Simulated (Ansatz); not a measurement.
**Effect of isotropic strain −1.80 % on Ag2O**

Consider Ag2O (space group Pn-3m, No. 224; a = 4.707 Å).

Perturbation: the cell is scaled by 0.9820 in all directions, atoms relaxed at fixed cell.

Method: plane-wave PAW DFT at the PBEsol level (Ansatz, a program for electronic structure, 420 eV), no spin-orbit coupling. k-mesh 7×7×7 (Γ-centred); smearing 0.05 eV (Fermi–Dirac).

The volume per atom shrinks by 0.92 Å³, from 17.38 Å³ to 16.46 Å³ and the space group is still Pn-3m (No. 224). The shortest interatomic distance drops by 0.037 Å, from 2.038 Å to 2.001 Å and the energy rises by 15 meV/atom. The pressure goes from zero to 5.5 GPa and the band gap goes from zero to 0.09 eV (uncertain: the Fermi level lies in a band; the changed cell).

Final structure:

```
Ag2O
1.0
    4.62200     0.00000     0.00000
    0.00000     4.62200     0.00000
    0.00000     0.00000     4.62200
Ag O
4 2
Direct
  0.75000   0.25000   0.75000
  0.25000   0.75000   0.75000
  0.75000   0.75000   0.25000
  0.25000   0.25000   0.25000
  0.00000   0.00000   0.00000
  0.50000   0.50000   0.50000
```

No phonon test of stability was made. No Hubbard U is applied, and correlation can decide whether such a compound is a metal. The final runs are not spin-polarised. A zero or small gap of Ag2O can be the functional's error rather than a property of the material.
